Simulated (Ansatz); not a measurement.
## A constructed model of the (100) surface of fcc Pd, a pseudomorphic layer of Ge in the host's stacking (bottom of the slab: a bare face, its two planes held)

Calculation: PBE (plane waves to 420 eV, PAW; Ansatz, an electronic-structure program).

Slab: 7 atoms, 11.7 Å thick at the start; k 13x13x1, smearing 0.1 eV, dipole-corrected; 2 atoms held, the rest relaxed; start symmetry kept, larger cells not searched; no spin, no spin-orbit, no U. It is one candidate, not shown to be the stable structure of the face.

* **work function of the top face**: 4.86 eV
* **energy released by relaxation**: 0.014 eV
* **cost**: roughly 100 core-seconds
